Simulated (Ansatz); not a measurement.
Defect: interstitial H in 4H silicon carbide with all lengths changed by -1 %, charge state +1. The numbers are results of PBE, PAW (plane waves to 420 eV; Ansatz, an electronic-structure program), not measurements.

72-site cell at the strained lattice (strain from the relaxed PBE one, atoms relaxed), a 2×2×2 k-point mesh shifted by half a step along c, smearing 0.01 eV, spin-restricted, no finite-size correction. No zero-point or tunnelling terms. The charge state is imposed; whether it is stable for some Fermi level was not computed. Sites that were not tried may lie lower.

Relaxed starting cell (atoms counted from 1):

```
CELL_PARAMETERS angstrom
      9.18944     0.00000     0.00000
     -4.59472     7.95829     0.00000
      0.00000     0.00000    10.02799
ATOMIC_POSITIONS crystal
  Si 0.00033 0.00053 0.49968
  Si 0.00057 0.33380 0.49957
  Si 0.00031 0.66679 0.49972
  Si 0.33390 0.00046 0.49996
  Si 0.33341 0.33381 0.49956
  Si 0.33340 0.66662 0.49954
  Si 0.66670 0.00050 0.50004
  Si 0.66665 0.33312 0.50012
  Si 0.66666 0.66682 0.49975
  Si 0.00001 0.99986 0.00045
  Si 0.00135 0.33431 0.00054
  Si 0.99997 0.66722 0.00046
  Si 0.32001 0.99377 0.99885
  Si 0.33332 0.33432 0.00054
  Si 0.33330 0.66623 0.00054
  Si 0.67388 0.99423 0.99900
  Si 0.67335 0.34612 0.99919
  Si 0.66748 0.66725 0.00047
  Si 0.22170 0.11199 0.74901
  Si 0.22248 0.44477 0.74962
  Si 0.22165 0.77671 0.74905
  Si 0.55537 0.11096 0.74752
  Si 0.55523 0.44537 0.74927
  Si 0.55525 0.77678 0.74917
  Si 0.89038 0.11200 0.74909
  Si 0.89029 0.44532 0.74923
  Si 0.88910 0.77805 0.74958
  Si 0.11141 0.22262 0.25035
  Si 0.11139 0.55584 0.25034
  Si 0.11081 0.88892 0.25087
  Si 0.44411 0.22326 0.25030
  Si 0.44467 0.55586 0.25034
  Si 0.44406 0.88785 0.25031
  Si 0.77931 0.22321 0.25030
  Si 0.77824 0.55629 0.25093
  Si 0.77826 0.88895 0.25089
  C  0.00006 0.00005 0.68698
  C  0.00039 0.33372 0.68715
  C  0.00001 0.66695 0.68702
  C  0.33383 0.00038 0.68921
  C  0.33352 0.33373 0.68714
  C  0.33351 0.66682 0.68713
  C  0.66659 0.00047 0.68935
  C  0.66648 0.33285 0.68951
  C  0.66709 0.66699 0.68705
  C  0.00027 0.00034 0.18764
  C  0.00056 0.33381 0.18741
  C  0.00025 0.66698 0.18765
  C  0.33327 0.00019 0.18618
  C  0.33345 0.33381 0.18740
  C  0.33346 0.66671 0.18740
  C  0.66713 0.00021 0.18628
  C  0.66709 0.33395 0.18641
  C  0.66696 0.66700 0.18767
  C  0.22139 0.11255 0.93701
  C  0.22265 0.44495 0.93778
  C  0.22147 0.77619 0.93706
  C  0.55636 0.11199 0.94391
  C  0.55508 0.44588 0.93723
  C  0.55509 0.77636 0.93717
  C  0.89146 0.11256 0.93707
  C  0.89125 0.44595 0.93719
  C  0.88921 0.77817 0.93788
  C  0.11135 0.22252 0.43799
  C  0.11135 0.55586 0.43798
  C  0.11168 0.88934 0.43859
  C  0.44474 0.22240 0.43811
  C  0.44470 0.55586 0.43797
  C  0.44476 0.88938 0.43808
  C  0.77785 0.22242 0.43813
  C  0.77777 0.55538 0.43871
  C  0.77780 0.88937 0.43864
  H  0.55122 0.10655 0.05576
```
Cell charge +1.

End state 1 differs by these moves (Å; atoms that move under 0.08 Å are left out):

```
atom  element    Δx     Δy     Δz
----  -------  ----  -----  -----
17         Si  0.00  -0.09   0.02
58          C  0.00  -0.07  -0.10
73          H  0.02  -1.12  -1.44
```

Give the forward and backward barriers to end state 1 at the level PBE, PAW.

forward 0.16 eV, backward 0.18 eV; at the saddle point atom 73 has neighbours C at 1.11; Si at 1.71, Si at 1.73 Å. The saddle point's order was not checked, and it lies on a symmetry element of the cell, where a band can be held.
